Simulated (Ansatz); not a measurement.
# Effect of biaxial strain −4.91 %, plane normal [001], relaxed out of plane on hypothetical CdI2 type NbH2

Base system: NbH2 in the CdI2 type structure (space group P-3m1, No. 164; a = 2.855 Å, c = 4.806 Å; a hypothetical phase, not in the database extracts checked; layered, stacked along the Cartesian z axis; relaxed with 0.1 eV smearing). Axes: x lies along a and z along c of the hexagonal cell.

The change: compressive biaxial strain of 4.91 % in the plane normal to [001], as in epitaxy on a mismatched substrate; the out-of-plane cell vector and the atoms relax.

Method: Ansatz (a program for electronic structure) r2SCAN+rVV10, scalar-relativistic without spin-orbit coupling. Settings: 23×23×12 k-points, 0.1 eV Fermi–Dirac smearing.

```tsv
quantity	base	changed	shift
volume per atom	11.31 Å³	10.49 Å³	-0.82 Å³
pressure (mean of the normal stresses, compression positive)	0.0 GPa	12.3 GPa	+12.3 GPa
band gap	zero	zero	–
out-of-plane strain	–	+2.59 %	–
ratio −ε⊥/ε∥	–	0.53	–
mean in-plane stress (compression positive)	–	+18.4 GPa	–
```

Final structure (turned so that z lies along the plane normal):

```yaml
crystal:
  lattice:
    - [2.71508, 0.00000, 0.00000]
    - [1.35754, 2.35133, 0.00000]
    - [0.00000, 0.00000, 4.93042]
  atoms:
    - { symbol: Nb, position: [0.00000, 0.00000, 0.00000] }
    - { symbol: H, position: [0.33333, 0.33333, 0.25146] }
    - { symbol: H, position: [0.66667, 0.66667, 0.74854] }
```

Cost of the whole job for the changed cell (relaxation, final SCF and bands): roughly 100 core-seconds.

Stability against distortions was not tested. The final runs are not spin-polarised. An odd electron count without spin: NbH2.
